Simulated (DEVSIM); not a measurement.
Structure: abrupt Ge p-n junction, at 250 K.

Layer 1 from the left is Ge, thickness (μm) 27.0, Na (cm⁻³) 1.6e16, τn (s) 2.5e-7, τp (s) 2.5e-7. Layer 2 from the left is Ge, thickness (μm) 1.40, Nd (cm⁻³) 1e16, τn (s) 2.5e-7, τp (s) 2.5e-7.

Left contact: ohmic. Right contact: ohmic. Voltage is applied to the left contact. Recombination: SRH at mid-gap, Auger. Mobility is constant in doping.

Constants are typed, rounded textbook-type inputs, not results; the design itself was drawn at random and stands for no fabricated device. Values at 300 K; Nc and Nv go as T^1.5, mobilities as T to minus their exponent, the gap by Varshni's rule with the affinity fixed.

Ge: gap (eV) 0.664, affinity (eV) 4, permittivity 16, Nc (cm⁻³) 1.04e19, Nv (cm⁻³) 6e18, μn (cm²/Vs) 3900, μp (cm²/Vs) 1900, T exponent of μn 1.66, T exponent of μp 2.33, Cn (cm⁶/s) 1e-31, Cp (cm⁶/s) 1e-31, Varshni α (eV/K) 0.000477, Varshni β (K) 235.

Question: Estimate by hand the built-in potential, the peak field at zero bias, the capacitance at -2 V, and compare with a numerical solution.

Answer: 
- Built-in potential: ni = √(Nc Nv) exp(−Eg/2kT) = 7.88e11 cm⁻³ with Eg = 0.683 eV; Vbi = kT/q ln(Na Nd/ni²) = 0.417 V; numerical 0.417 V.
- Peak field at zero bias: depletion approximation: W = √(2εVbi/(qN)) = 0.346 μm with N = 6.15e15 cm⁻³; field = 2Vbi/W = 24100 V/cm; numerical 22800 V/cm (estimate above by 5.6 %).
- Capacitance at -2 V: C = √(qεN / 2(Vbi + |V|)) = 17.0 nF/cm²; numerical 17.2 nF/cm² (estimate below by 0.89 %).

Simulated with DEVSIM: 1D drift-diffusion, Boltzmann statistics, complete ionisation; no tunnelling, impact ionisation, image-force lowering or self-heating.
